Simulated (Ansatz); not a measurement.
Start from ZnS in the zinc blende structure (space group F-43m, No. 216).

```
CELL_PARAMETERS angstrom
      0.00000     2.69455     2.69455
      2.69455     0.00000     2.69455
      2.69455     2.69455     0.00000
ATOMIC_POSITIONS crystal
  Zn 0.00000 0.00000 0.00000
  S  0.25000 0.25000 0.25000
```

Cartesian axes are those of the cell as printed.

The values are results of r2SCAN (Ansatz, a first-principles code; PAW; 500 eV plane waves; without spin-orbit coupling), not measurements.

Before the change:

- Shortest interatomic distance: 2.334 Å
- Band gap: 2.70 eV

Modification: compressive biaxial strain of 0.83 % in the plane normal to [111], as in epitaxy on a mismatched substrate; the out-of-plane cell vector and the atoms relax.

Task: What happens to the shortest interatomic distance and band gap?

Result: The shortest interatomic distance falls by 0.011 Å, from 2.334 Å to 2.323 Å; the band gap grows by 0.023 eV, from 2.70 eV to 2.73 eV.

Stability against distortions was not tested.
